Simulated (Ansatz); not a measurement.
For SiGe (model structure, started from the NiAs type, P6₃/mmc, No. 194, 4 atoms in the cell), PBE in Ansatz (PAW) gives:

| Item | Value |
|---|---|
| equilibrium lattice constant a | 3.611 Å |
| lattice parameter c | 6.471 Å |
| bulk modulus | 68.4 GPa |
| cohesive energy | 3.75 eV/atom |

What does r²SCAN in Ansatz (plane waves, PAW) give for the same quantities?


- lattice constant a: 3.669 Å (rises by 1.6 %)
- lattice parameter c: 6.188 Å (shrinks by 4.4 %)
- bulk modulus: 75.1 GPa (rises by 9.8 %)
- cohesive energy: 3.75 eV/atom (stays essentially unchanged)

Changes are worked out from the printed values.

Unless a cell is named, each level is at its own relaxed cell (PBE 18.27, r²SCAN 18.04 Å³/atom).

Caveats: the bulk modulus is −V dP/dV from two relaxed cells at ±2 % in volume (PBE, r²SCAN). Ansatz's density-functional and Hartree–Fock values are scalar-relativistic unless marked +SOC, with PAW data made under PBE.

A model structure was made by putting elements into a prototype or built by hand; it is no filed structure, need not be a known phase, and can be a saddle point held by its symmetry.

Ansatz is a program for electronic structure.
